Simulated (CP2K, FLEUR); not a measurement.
A CP2K input for a self-consistent single point of KF (Fm-3m, 2 atoms in the cell) (DFT PBE, GPW, DZVP-MOLOPT-SR-GTH basis, GTH-PBE potentials (GTH_POTENTIALS)):

```
&GLOBAL
  PROJECT kf
  RUN_TYPE ENERGY_FORCE
  PRINT_LEVEL MEDIUM
&END GLOBAL
&FORCE_EVAL
  METHOD Quickstep
  STRESS_TENSOR ANALYTICAL
  &DFT
    BASIS_SET_FILE_NAME BASIS_MOLOPT
    POTENTIAL_FILE_NAME GTH_POTENTIALS
    &QS
      METHOD GPW
      EPS_DEFAULT 1E-11
    &END QS
    &MGRID
      CUTOFF 550
      REL_CUTOFF 50
      NGRIDS 5
    &END MGRID
    &SCF
      SCF_GUESS ATOMIC
      EPS_SCF 1E-7
      MAX_SCF 100
      ADDED_MOS 4
      &DIAGONALIZATION
        ALGORITHM STANDARD
      &END DIAGONALIZATION
      &MIXING
        METHOD BROYDEN_MIXING
        ALPHA 0.3
        NBUFFER 12
      &END MIXING
    &END SCF
    &KPOINTS
      SCHEME MONKHORST-PACK 6 6 6
      GAMMA_CENTERED T
    &END KPOINTS
    &XC
      &XC_FUNCTIONAL PBE
      &END XC_FUNCTIONAL
    &END XC
    &PRINT
      &MO
        EIGENVALUES T
        OCCUPATION_NUMBERS T
        NDIGITS 8
        FILENAME mo
        &EACH
          QS_SCF 0
        &END EACH
        ADD_LAST NUMERIC
      &END MO
      &MULLIKEN ON
      &END MULLIKEN
    &END PRINT
  &END DFT
  &SUBSYS
    &CELL
      A 3.68140700 0.00000000 0.00000000
      B 1.84070400 3.18819200 0.00000000
      C 1.84070400 1.06273100 3.00585600
      PERIODIC XYZ
    &END CELL
    &COORD
      K        0.00000000     0.00000000     0.00000000
      F        3.68140750     2.12546150     1.50292800
    &END COORD
    &KIND K
      BASIS_SET DZVP-MOLOPT-SR-GTH
      POTENTIAL GTH-PBE-q9
    &END KIND
    &KIND F
      BASIS_SET DZVP-MOLOPT-SR-GTH
      POTENTIAL GTH-PBE-q7
    &END KIND
  &END SUBSYS
  &PRINT
    &FORCES ON
    &END FORCES
    &STRESS_TENSOR ON
    &END STRESS_TENSOR
  &END PRINT
&END FORCE_EVAL
```

Question: Write the same calculation as an input for FLEUR.

Answer: One input that does it (others would too):

Input of the input generator:

```
KF crystal
&input film=f /
-0.0000000000 2.6031480000 2.6031480000
2.6031480000 -0.0000000000 2.6031480000
2.6031480000 2.6031480000 -0.0000000000
1.8897261246
1.0 1.0 1.0

2
19 0.0000000000 0.0000000000 0.0000000000
9 0.5000000000 0.5000000000 0.5000000000

&comp jspins=1 /
&kpt div1=6 div2=6 div3=6 gamma=t /
&end /
```

```xml
<?xml version="1.0" encoding="UTF-8" standalone="no"?>
<fleurInput fleurInputVersion="0.39">
   <comment>
      KF crystal                                                                                          
   </comment>
   <calculationSetup>
      <cutoffs Kmax="3.8" Gmax="11.4" GmaxXC="11.4" numbands="0"/>
      <scfLoop itmax="100" minDistance="0.00001" maxIterBroyd="99" imix="Anderson" alpha="0.05" precondParam="0.0" spinf="2.0"/>
      <coreElectrons ctail="T" frcor="F" kcrel="0" coretail_lmax="0"/>
      <xcFunctional name="pbe" relativisticCorrections="F"/>
      <magnetism jspins="1"/>
      <soc l_soc="F" theta="0.0" phi="0.0" spav="F"/>
      <expertModes spex="0" secvar="F"/>
      <geometryOptimization l_f="T" forcealpha="1.0" forcemix="BFGS" epsdisp="0.00001" epsforce="0.00001"/>
      <ldaU l_linMix="F" mixParam="0.05" spinf="1.0"/>
   </calculationSetup>
   <cell>
      <bzIntegration valenceElectrons="16.0" mode="hist" fermiSmearingEnergy="0.0001">
         <kPointListSelection listName="default-1"/>
         <!-- k-points included here -->
         <xi:include xmlns:xi="http://www.w3.org/2001/XInclude" href="kpts.xml"> </xi:include>
      </bzIntegration>
      <!-- symmetry operations included here -->
      <xi:include xmlns:xi="http://www.w3.org/2001/XInclude" href="sym.xml"> </xi:include>
      <bulkLattice scale="1.0">
         <bravaisMatrix>
            <row-1>    0.0000000000000000     4.9192367818002403     4.9192367818002403</row-1>
            <row-2>    4.9192367818002403     0.0000000000000000     4.9192367818002403</row-2>
            <row-3>    4.9192367818002403     4.9192367818002403     0.0000000000000000</row-3>
         </bravaisMatrix>
      </bulkLattice>
   </cell>
   <atomSpecies>
      <species name="Potassium (K)" element="K" atomicNumber="19">
         <mtSphere radius="2.68" gridPoints="925" logIncrement="0.013"/>
         <atomicCutoffs lmax="10" lnonsphr="8"/>
         <electronConfig flipSpins="F">
            <coreConfig>(1s1/2) (2s1/2) (2p1/2) (2p3/2)</coreConfig>
            <valenceConfig>(3s1/2) (3p1/2) (3p3/2) (4s1/2)</valenceConfig>
            <stateOccupation state="(4s1/2)" spinUp="0.5" spinDown="0.5"/>
         </electronConfig>
         <energyParameters s="4" p="4" d="3" f="4"/>
         <lo type="SCLO" l="0" n="3" eDeriv="0"/>
         <lo type="SCLO" l="1" n="3" eDeriv="0"/>
      </species>
      <species name="Fluorine (F)" element="F" atomicNumber="9">
         <mtSphere radius="1.69" gridPoints="585" logIncrement="0.019"/>
         <atomicCutoffs lmax="6" lnonsphr="4"/>
         <electronConfig flipSpins="F">
            <coreConfig>(1s1/2)</coreConfig>
            <valenceConfig>(2s1/2) (2p1/2) (2p3/2)</valenceConfig>
            <stateOccupation state="(2p1/2)" spinUp="0.8333333333333" spinDown="0.8333333333333"/>
            <stateOccupation state="(2p3/2)" spinUp="1.6666666666667" spinDown="1.6666666666667"/>
         </electronConfig>
         <energyParameters s="2" p="2" d="3" f="4"/>
      </species>
   </atomSpecies>
   <atomGroups>
      <atomGroup species="Potassium (K)">
         <relPos label="                   1">.0000000000 .0000000000 .0000000000</relPos>
         <force calculate="T" relaxXYZ="TTT"/>
      </atomGroup>
      <atomGroup species="Fluorine (F)">
         <relPos label="                   2">1.000/2.000 1.000/2.000 1.000/2.000</relPos>
         <force calculate="T" relaxXYZ="TTT"/>
      </atomGroup>
   </atomGroups>
   <output dos="F" band="F" slice="F">
      <checks vchk="F" cdinf="F"/>
      <bandDOS minEnergy="-.5*Htr" maxEnergy="0.5*Htr" sigma="0.015" storeEVData="T"/>
      <vacuumDOS vacdos="F" integ="F" star="F" nstars="0" locx1="0.0" locy1="0.0" locx2="0.0" locy2="0.0" nstm="0" tworkf="0.0"/>
      <unfoldingBand unfoldBand="F" supercellX="1" supercellY="1" supercellZ="1"/>
      <plotting iplot="0" polar="F">
         <plot TwoD="T" vec1="  1.0  0.0  0.0" vec2="  0.0  1.0  0.0" vec3="  0.0  0.0  1.0" zero="  0.0  0.0  0.0" file="plot"/>
      </plotting>
      <chargeDensitySlicing numkpt="0" minEigenval="0.0" maxEigenval="0.0" nnne="0" pallst="F"/>
      <specialOutput eonly="F"/>
      <magneticCircularDichroism mcd="F" energyLo="-10.0" energyUp="0.0"/>
   </output>
  <!-- We include the file relax.xml here to enable relaxations (see documentation) -->
  <xi:include xmlns:xi="http://www.w3.org/2001/XInclude" href="relax.xml"> <xi:fallback/> </xi:include>
</fleurInput>
```

Basis, cutoffs, solver keys and any potentials are the target program's own. This input uses DFT, PBE, all-electron FLAPW (FLEUR), scalar-relativistic valence. Both were run: gap on the mesh 6.694 eV in CP2K and 6.776 in FLEUR.

On CP2K: the starting cell comes from a database of computed structures (which also holds hypothetical and non-ambient phases and stackings), without a prior relaxation at this level. Its lattice was rescaled by a random factor within 2.5 % of one. For this run, on top of that: lattice scaled by 0.98. Values carry the incompleteness of an atom-centred basis. With a pressure of about 5 GPa the cell is away from its equilibrium volume at this level.

On FLEUR: the starting cell comes from a database of computed structures (which also holds hypothetical and non-ambient phases and stackings), without a prior relaxation at this level. Its lattice was rescaled by a random factor within 2.5 % of one. For this run, on top of that: lattice scaled by 0.98. Values depend on the basis (sphere radii, cutoffs, local orbitals), which need not be converged.
